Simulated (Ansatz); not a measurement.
**SnO: biaxial strain +2.40 %, plane normal [001], relaxed out of plane**

Start from SnO (space group P4/nmm, No. 129; a = 3.769 Å, c = 4.557 Å; layered, stacked along the Cartesian z axis; relaxed with 0.1 eV smearing). Axes: x, y, z lie along a, b, c of the conventional cell.

Modification: biaxial strain +2.40 %, plane normal [001], relaxed out of plane (Cartesian); in-plane vectors clamped, the third vector and the atoms free.

Method: PBEsol-D3(BJ) (Ansatz, a quantum-chemistry and plane-wave program), scalar-relativistic without spin-orbit coupling. Settings: 15×15×13 k-points, 0.1 eV Fermi–Dirac smearing.

```json
[
 {"quantity": "volume per atom", "base": "16.18 Å³", "changed": "16.68 Å³", "shift": "+0.50 Å³"},
 {"quantity": "space group", "base": "P4/nmm (No. 129)", "changed": "P4/nmm (No. 129)", "shift": "–"},
 {"quantity": "shortest interatomic distance", "base": "4.178 bohr", "changed": "4.219 bohr", "shift": "+0.0405 bohr"},
 {"quantity": "pressure (mean of the normal stresses, compression positive)", "base": "0.0 GPa", "changed": "-2.6 GPa", "shift": "-2.6 GPa"},
 {"quantity": "band gap", "base": "zero", "changed": "zero", "shift": "–"},
 {"quantity": "out-of-plane strain", "base": "–", "changed": "-1.69 %", "shift": "–"},
 {"quantity": "ratio −ε⊥/ε∥", "base": "–", "changed": "0.70", "shift": "–"}
]
```

Final structure (turned so that z lies along the plane normal):

```
CELL_PARAMETERS angstrom
      3.85895     0.00000     0.00000
      0.00000     3.85895     0.00000
      0.00000     0.00000     4.48026
ATOMIC_POSITIONS crystal
  Sn 0.50000 0.00000 0.74939
  Sn 0.00000 0.50000 0.25061
  O  0.50000 0.50000 0.00000
  O  0.00000 0.00000 0.00000
```

Stability against distortions was not tested. All final runs are without spin polarisation. The zero or small gap of SnO can change with the level of theory.
